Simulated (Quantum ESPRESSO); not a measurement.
The steps of a band-structure calculation for a (001) slab of BN (cut from a parent of space group no. 186; 12 atoms in the cell) with Quantum ESPRESSO.

Method of the run: LDA (PZ), GBRV 1.5 ultrasoft (LDA) pseudopotentials (plane waves; Quantum ESPRESSO).

Step 1 (scf):

```fortran
&CONTROL
    calculation = 'scf'
    outdir = './tmp/'
    pseudo_dir = './'
    verbosity = 'high'
    tprnfor = .true.
    tstress = .true.
/
&SYSTEM
    ibrav = 0
    nat = 12
    ntyp = 2
    ecutwfc = 40
    ecutrho = 200
    occupations = 'smearing'
    smearing = 'cold'
    degauss = 0.0073499
/
&ELECTRONS
    conv_thr = 1e-10
    mixing_beta = 0.4
/
ATOMIC_SPECIES
B     10.8100  b_lda_v1.4.uspp.F.UPF
N     14.0070  n_lda_v1.2.uspp.F.UPF
CELL_PARAMETERS {angstrom}
   2.6620415012     0.0000000000     0.0000000000
  -1.3310207506     2.3053955660     0.0000000000
   0.0000000000     0.0000000000    23.3181000000
ATOMIC_POSITIONS {crystal}
B     0.0000000000    0.0000000000    0.6273410000
B     0.0000000000    0.0000000000    0.3498530000
B     0.6666666667    0.3333333333    0.5347990000
B     0.3333333333    0.6666666667    0.2573110000
B     0.6666666667    0.3333333333    0.7197410000
B     0.3333333333    0.6666666667    0.4422570000
N     0.0000000000    0.0000000000    0.5577470000
N     0.0000000000    0.0000000000    0.2802590000
N     0.6666666667    0.3333333333    0.4652050000
N     0.3333333333    0.6666666667    0.7426890000
N     0.6666666667    0.3333333333    0.6503700000
N     0.3333333333    0.6666666667    0.3728860000
K_POINTS {automatic}
7 7 1  0 0 0
```

Step 2 (bands):

```fortran
&CONTROL
    calculation = 'bands'
    outdir = './tmp/'
    pseudo_dir = './'
    verbosity = 'high'
/
&SYSTEM
    ibrav = 0
    nat = 12
    ntyp = 2
    ecutwfc = 40
    ecutrho = 200
    occupations = 'smearing'
    smearing = 'cold'
    degauss = 0.0073499
    nbnd = 36
/
&ELECTRONS
    conv_thr = 1e-10
    startingwfc = 'random'
    diago_thr_init = 1.0d-6
    diagonalization = 'cg'
/
ATOMIC_SPECIES
B     10.8100  b_lda_v1.4.uspp.F.UPF
N     14.0070  n_lda_v1.2.uspp.F.UPF
CELL_PARAMETERS {angstrom}
   2.6620415012     0.0000000000     0.0000000000
  -1.3310207506     2.3053955660     0.0000000000
   0.0000000000     0.0000000000    23.3181000000
ATOMIC_POSITIONS {crystal}
B     0.0000000000    0.0000000000    0.6273410000
B     0.0000000000    0.0000000000    0.3498530000
B     0.6666666667    0.3333333333    0.5347990000
B     0.3333333333    0.6666666667    0.2573110000
B     0.6666666667    0.3333333333    0.7197410000
B     0.3333333333    0.6666666667    0.4422570000
N     0.0000000000    0.0000000000    0.5577470000
N     0.0000000000    0.0000000000    0.2802590000
N     0.6666666667    0.3333333333    0.4652050000
N     0.3333333333    0.6666666667    0.7426890000
N     0.6666666667    0.3333333333    0.6503700000
N     0.3333333333    0.6666666667    0.3728860000
K_POINTS {crystal_b}
4
  0.00000000   0.00000000   0.00000000  14  ! G
  0.50000000   0.00000000   0.00000000   8  ! M
  0.33333333   0.33333333   0.00000000  16  ! K
  0.00000000   0.00000000   0.00000000   1  ! G
```

Step 3 (bands.x):

```fortran
&BANDS
    outdir = './tmp/'
    filband = 'bands.dat'
    lsym = .false.
/
```

Output of bands (abridged):

```
     Atomic positions and unit cell read from directory:
     ./tmp/pwscf.save/

     Message from routine setup:
     using ibrav=0 with symmetry is DISCOURAGED, use correct ibrav instead
     G-vector sticks info
     --------------------
     sticks:   dense  smooth     PW     G-vecs:    dense   smooth      PW
     Sum         349     283     85                46147    32955    5945

     bravais-lattice index     =            0
   [... lines left out ...]
     unit-cell volume          =     965.7174 (a.u.)^3
   [... lines left out ...]
   [... 36 lines left out ...]

     Dense  grid:    46147 G-vectors     FFT dimensions: (  24,  24, 200)

     Smooth grid:    32955 G-vectors     FFT dimensions: (  24,  24, 180)

     The potential is recalculated from file :
     ./tmp/pwscf.save/charge-density

     negative rho (up, down):  1.573E-04 0.000E+00

     Band Structure Calculation
     CG style diagonalization

     ethr =  1.00E-06,  avg # of iterations = 33.9

     End of band structure calculation

          k = 0.0000 0.0000 0.0000 (  4085 PWs)   bands (ev):

   -17.9487 -17.0260 -16.2260 -15.3248 -14.2740 -12.1979  -8.2714  -6.4406
    -4.4304  -2.2614  -1.1856  -1.1856  -0.4185  -0.4185  -0.0903   0.1142
     0.1142   0.6638   0.6638   1.4474   1.4474   2.6142   2.8042   3.1807
     3.1807   8.2990   8.5873   8.7386   8.7386   9.1674   9.5077   9.7418
     9.7418   9.8724   9.9491  10.4265

          k = 0.0357 0.0206 0.0000 (  4059 PWs)   bands (ev):

   -17.9240 -17.0018 -16.2025 -15.3026 -14.2531 -12.1772  -8.2478  -6.4211
    -4.4176  -2.2607  -1.3014  -1.2308  -0.5344  -0.4619  -0.1191   0.0240
     0.0762   0.5615   0.6305   1.3368   1.4139   2.6031   2.7747   3.1285
     3.1457   8.3324   8.6224   8.7195   8.7938   9.2739   9.5261   9.7614
     9.7939   9.9246  10.0141  10.3778

   [... 37 blocks of this kind left out ...]
```

Output of bands.x (abridged):

```
     Reading xml data from directory:

     ./tmp/pwscf.save/

     G-vector sticks info
     --------------------
     sticks:   dense  smooth     PW     G-vecs:    dense   smooth      PW
     Sum         349     283     85                46147    32955    5945

     negative rho (up, down):  1.573E-04 0.000E+00
     Reading collected, re-writing distributed wavefunctions
     high-symmetry point:  0.0000 0.0000 0.0000   x coordinate   0.0000
     high-symmetry point:  0.5000 0.2887 0.0000   x coordinate   0.5774
     high-symmetry point:  0.3333 0.5774 0.0000   x coordinate   0.9107
     high-symmetry point:  0.0000 0.0000 0.0000   x coordinate   1.5774

     Plottable bands (eV) written to file bands.dat.gnu
     Bands written to file bands.dat

   JOB DONE.
```

The starting cell was generated: these elements placed on a structure prototype, without a prior relaxation; it need not be a known phase or ordering of this composition. The slab is cut from that crystal, and its faces are unrelaxed. Its lattice was rescaled in the plane by a random factor within 2.5 % of one. Spin polarisation is off, though cut faces can carry moments; the slab shows no gap. The two faces of this cut differ, and no dipole correction was used.
